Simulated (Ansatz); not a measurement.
Mo interstitial in beta Si3N4: one set of geometries, relaxed with PBE, evaluated in Ansatz (PAW, plane waves to 420 eV, 500 eV under r2SCAN) with PBE, r2SCAN.

Cell and caveats: 84-site cell; 2×2×2 shifted k-points; start: void with 6N6Si nearest; charged states image-corrected; corrections pass 1 eV, so highly charged states may be off by several tenths; relaxed from one start, so a lower configuration may exist; flagged in the runs: a host whose relaxation on this sampling wasn't shown to rest, a strain field that reaches the edge of the cell.

```json
[
 {"quantity": "host gap (eV)", "PBE": "4.25", "r2SCAN": "…"},
 {"quantity": "ε(+2/+1) above the VBM (eV)", "PBE": "0.97", "r2SCAN": "…"},
 {"quantity": "ε(+1/0) above the VBM (eV)", "PBE": "2.75", "r2SCAN": "…"},
 {"quantity": "largest moment on one atom at charge +2 (μB)", "PBE": "1.23", "r2SCAN": "…"},
 {"quantity": "largest moment on one atom at charge +1 (μB)", "PBE": "0.60", "r2SCAN": "…"},
 {"quantity": "neutral formation energy against bcc Mo (eV)", "PBE": "6.26", "r2SCAN": "…"}
]
```

**Question.** Given the lower rungs, what does r2SCAN give?

**Answer.** 
- host gap (eV), r2SCAN: 4.90
- ε(+2/+1) above the VBM (eV), r2SCAN: 1.29
- ε(+1/0) above the VBM (eV), r2SCAN: 3.21
- largest moment on one atom at charge +2 (μB), r2SCAN: 1.26
- largest moment on one atom at charge +1 (μB), r2SCAN: 0.61
- neutral formation energy against bcc Mo (eV), r2SCAN: 6.28

Ansatz is a quantum-chemistry and plane-wave program.
